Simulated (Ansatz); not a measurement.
Base system: TaN in the rock salt structure (space group Fm-3m, No. 225; a = 4.396 Å).

All numbers come from r2SCAN (Ansatz, a quantum-chemistry and plane-wave program), spin-orbit coupling left out.

For the base:

```
Item                    Value
-------------------  --------
Lattice parameter a  439.6 pm
```

Now apply this change: cell and atoms relaxed at a pressure of 18 GPa.

**Question.** What happens to the lattice parameter a?

**Answer.** The lattice parameter a decreases by 6.7 pm (439.6 pm → 432.9 pm).

Load acts through the strain it causes; cell and atoms are relaxed under it. No phonon test of stability was made. Competing high-pressure phases were not computed. The final runs are not spin-polarised. This is not the structure that TaN has at room temperature and ambient pressure.
